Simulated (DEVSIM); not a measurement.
Device: Ti/TiO2/p-InP capacitor, at 300 K.

```
layer (left to right)  material  thickness (nm)  Na (cm⁻³)
---------------------  --------  --------------  ---------
1                          TiO2            5.10          -
2                           InP            1500     1.8e17
```

Metal gate on the left, work function 4.33 eV. Fixed charge at the semiconductor interface 9.3e11 cm⁻² (in units of +e); no interface traps.

This is a model device: material constants are rounded textbook-type values typed into the input, and sizes, dopings and lifetimes were drawn at random. Values at 300 K.

```tsv
parameter	TiO2	InP
gap (eV)	3.2	1.344
affinity (eV)	3.9	4.38
permittivity	60	12.5
Nc (cm⁻³)	-	5.7e17
Nv (cm⁻³)	-	1.1e19
```

Model (solved in DEVSIM): 1D Poisson equation in equilibrium, Boltzmann statistics, complete ionisation; no quantum confinement or tunnelling. Metal contacts follow the ideal Schottky-Mott rule: no Fermi-level pinning, no interface dipoles.

Task: Give the band bending (positive: bands bend down) and minority sheet density.

Result: 
```json
[
 {"Vg (V)": "-1.4", "ψs (V)": "-0.081", "minority carriers (cm⁻²)": "< 1e8"},
 {"Vg (V)": "-1.1", "ψs (V)": "0.192", "minority carriers (cm⁻²)": "< 1e8"},
 {"Vg (V)": "-0.8", "ψs (V)": "0.486", "minority carriers (cm⁻²)": "< 1e8"},
 {"Vg (V)": "-0.5", "ψs (V)": "0.781", "minority carriers (cm⁻²)": "< 1e8"},
 {"Vg (V)": "-0.2", "ψs (V)": "1.077", "minority carriers (cm⁻²)": "1.3e8"}
]
```
